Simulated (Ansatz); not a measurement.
The starting structures come from a database of crystals and need not be the phases stable at ambient conditions.

Here is the system:

```yaml
crystal:
  lattice:
    - [4.15620, 0.00000, 0.00000]
    - [0.00000, 5.95246, 0.00000]
    - [0.00000, 1.02035, 4.04567]
  atoms:
    - { symbol: Rb, position: [0.75000, 0.71172, 0.17334] }
    - { symbol: Rb, position: [0.25000, 0.28828, 0.82666] }
    - { symbol: H, position: [0.75000, 0.07765, 0.47785] }
    - { symbol: H, position: [0.25000, 0.92235, 0.52215] }
    - { symbol: O, position: [0.75000, 0.23011, 0.32904] }
    - { symbol: O, position: [0.25000, 0.76989, 0.67096] }
```

Space group of this cell: P2_1/m. The cell is taken as given.

Transport runs along the normal of the first two printed cell vectors.

The gap is the functional's own, uncorrected, and κ follows it; spin-orbit coupling is left out. Mid-gap values are interpolated between the computed energies.

### Question
Compute, with PBEsol in Ansatz (an electronic-structure program), the band gap and the smallest decay constant κ at mid-gap.

### Answer
Gap 3.17 eV on a 8×6×8 mesh; κ = 0.357 1/Å, at the zone centre.
